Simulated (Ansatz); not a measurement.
The reference is BN (space group P6_3/mmc, No. 194; layered, stacked along the Cartesian z axis).

```yaml
crystal:
  lattice:
    - [2.50046, 0.00000, 0.00000]
    - [-1.25023, 2.16546, 0.00000]
    - [0.00000, 0.00000, 6.41169]
  atoms:
    - { symbol: B, position: [0.66667, 0.33333, 0.25000] }
    - { symbol: B, position: [0.33333, 0.66667, 0.75000] }
    - { symbol: N, position: [0.33333, 0.66667, 0.25000] }
    - { symbol: N, position: [0.66667, 0.33333, 0.75000] }
```

Cartesian axes are those of the cell as printed.

Calculations: plane-wave PAW DFT at the PBEsol-D3(BJ) level (Ansatz, an electronic-structure program, 420 eV), no spin-orbit coupling.

Base values:

Band gap: 4.08 eV
Width of the top valence band: 3.30 eV
Smallest direct gap: 4.49 eV

Now apply this change: uniaxial strain ε_zz = +1.20 %, all other strain components held at zero; the atoms relax in the strained cell.

### Question
What does the calculation give for the band gap after the change?

### Answer
The band gap grows by 0.023 eV (4.08 eV → 4.11 eV).

### Question
Estimate the effect on the width of the top valence band.

### Answer
The width of the top valence band is nearly the same (3.30 eV against 3.29 eV).

### Question
What happens to the stress?

### Answer
The stress (xx, yy, zz, yz, xz, xy; compression positive) comes out as (-0.02, -0.02, -0.38, 0.00, 0.00, 0.00) GPa.

### Question
Estimate the effect on the smallest direct gap.

### Answer
The smallest direct gap rises by 0.04 eV to 4.53 eV.

No phonon test of stability was made.
